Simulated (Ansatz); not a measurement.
Given:

```
LiF
1.0
    0.00000     2.03409     2.03409
    2.03409     0.00000     2.03409
    2.03409     2.03409     0.00000
Li F
1 1
Direct
  0.00000   0.00000   0.00000
  0.50000   0.50000   0.50000
```

No spin polarisation.

Hole doping at 2.0×10^21 cm⁻³ (0.0337 per cell), with a uniform compensating background at fixed cell and a 300 K Fermi–Dirac width.

Level of theory: PBE (Ansatz, a first-principles code, PAW, spin-orbit coupling left out). Settings: 32×32×32 k-points, 0.0259 eV Fermi–Dirac smearing.

### Question
Predict the gap between the host's bands.

### Answer
8.94 eV.

### Question
What is the computed gap character?

### Answer
Direct at Γ.

### Question
What is the computed Fermi level relative to the doped band's edge (positive inside the band; to 0.05 eV)?

### Answer
0.00 eV.

Carriers are added with a uniform compensating background; total energy and stress of such cells depend on the potential's zero and are not compared; many-body gap narrowing is missing at this level. Stability against distortions was not tested. The cell was made from LiF in the rock salt structure (space group Fm-3m, No. 225) by this change: holes 2.0×10^21 cm⁻³.
